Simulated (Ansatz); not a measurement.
The reference is Y in the hcp (Mg type) structure (space group P6_3/mmc, No. 194; a = 3.683 Å, c = 5.699 Å).

Computed with r2SCAN (Ansatz, an electronic-structure program, PAW, without spin-orbit coupling).

For the base:

Lattice parameter a: 3.683 Å

One thing is altered: every Y is replaced by Al; the structure is relaxed again.

Question: What happens to the lattice parameter a?

Answer: The lattice parameter a shrinks by 0.8653 Å, from 3.683 Å to 2.817 Å.

Whether these cells are dynamically stable was not tested. For Al in this form, whether it has been made was not checked. All final runs are without spin polarisation. This is not the structure that Al has at room temperature and ambient pressure.
